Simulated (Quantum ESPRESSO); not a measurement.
Input and output of a relaxation of the atoms for Ge2W (I4mm, 3 atoms in the cell) (Quantum ESPRESSO).

Method: LDA (PZ), PSlibrary PAW (LDA) pseudopotentials (plane waves; Quantum ESPRESSO).

Input:

```fortran
&CONTROL
  calculation = 'relax',
  outdir = './out',
  pseudo_dir = './',
  verbosity = 'high',
  forc_conv_thr = 3.9e-05,
/
&SYSTEM
  ibrav = 0,
  nat = 3,
  ntyp = 2,
  ecutwfc = 55,
  ecutrho = 385,
  occupations = 'smearing',
  smearing = 'gauss',
  degauss = 0.0073499,
/
&ELECTRONS
  conv_thr = 1.0d-9,
/
&IONS
/
ATOMIC_SPECIES
Ge    72.6300  Ge.pz-n-kjpaw_psl.1.0.0.UPF
W    183.8400  W.pz-spn-kjpaw_psl.1.0.0.UPF
ATOMIC_POSITIONS {angstrom}
Ge    0.0000000000    0.0000000000    2.9244832069
Ge    0.0000000000    0.0000000000    5.4440086361
W     0.0000000000    0.0000000000    0.0000000000
K_POINTS {automatic}
6 6 6  0 0 0
CELL_PARAMETERS {angstrom}
  -1.6706010000     1.6706010000     4.1092440000
   1.6706010000    -1.6706010000     4.1092440000
   1.6706010000     1.6706010000    -4.1092440000
```

The program printed (abridged):

```
     Self-consistent Calculation

     iteration #  1     ecut=    55.00 Ry     beta= 0.70

---- Real-time Memory Report at c_bands before calling an iterative solver
           178 MiB given to the printing process from OS
            54 MiB allocation reported by mallinfo(arena+hblkhd)
------------------

     Threshold (ethr) on eigenvalues was too large:
     Diagonalizing with lowered threshold

---- Real-time Memory Report at c_bands before calling an iterative solver
           216 MiB given to the printing process from OS
            86 MiB allocation reported by mallinfo(arena+hblkhd)
------------------

   [... lines left out ...]

---- Real-time Memory Report at c_bands before calling an iterative solver
           224 MiB given to the printing process from OS
            92 MiB allocation reported by mallinfo(arena+hblkhd)
------------------

     total energy              =   -1057.85585864 Ry
     estimated scf accuracy    <          8.3E-09 Ry

     iteration # 10     ecut=    55.00 Ry     beta= 0.70

---- Real-time Memory Report at c_bands before calling an iterative solver
           224 MiB given to the printing process from OS
            93 MiB allocation reported by mallinfo(arena+hblkhd)
------------------
     End of self-consistent calculation

     the Fermi energy is    14.4144 ev

!    total energy              =   -1057.85585864 Ry
     estimated scf accuracy    <          4.6E-10 Ry
     smearing contrib. (-TS)   =      -0.00047156 Ry
     internal energy E=F+TS    =   -1057.85538708 Ry

      -> PAW hartree energy AE =     102.39628819 Ry
      -> PAW hartree energy PS =    -101.88297251 Ry
      -> PAW xc energy AE      =    -932.04524248 Ry
      -> PAW xc energy PS      =      50.88610287 Ry
      -> total E_H with PAW    =      30.24116465 Ry
      -> total E_XC with PAW   =    -934.57207106 Ry

     convergence has been achieved in  10 iterations

     Forces acting on atoms (cartesian axes, Ry/au):

     atom    1 type  1   force =     0.00000000    0.00000000   -0.06897460
   [... lines left out ...]
     Total force =     0.086132     Total SCF correction =     0.000034
     the Fermi energy is    14.3731 ev
!    total energy              =   -1057.86509718 Ry
     Total force =     0.000031     Total SCF correction =     0.000011
     bfgs converged in   8 scf cycles and   7 bfgs steps
   [... lines left out ...]

     End of BFGS Geometry Optimization

     Final energy             =   -1057.8650971800 Ry

     File ./out/pwscf.bfgs deleted, as requested
Begin final coordinates

ATOMIC_POSITIONS (angstrom)
Ge              -0.0000000000       -0.0000000000        2.8279304045
Ge               0.0000000000        0.0000000000        5.4905254854
W               -0.0000000000       -0.0000000000        0.0500359531
End final coordinates

   JOB DONE.
```

The run converged.  The full log also holds: “SCF correction compared to forces is large: reduce conv_thr to get better values”.

Summary of the result:
```
Item                                           Value
------------------------------------  --------------
Free energy E − TS                    -14392.9879 eV
Fermi level (on the code's own zero)        14.37 eV
Relaxation steps                                   7
```

The starting cell comes from a database of computed structures (which also holds hypothetical and non-ambient phases and stackings), without a prior relaxation at this level. Its lattice was rescaled by up to half a per cent. For this run, on top of that: one atom moved by 0.15 angstrom. Spin polarisation is off. The relaxation keeps the symmetry of its start, so its end need not be a minimum.

Cost on one core of a shared machine: roughly 10 min.
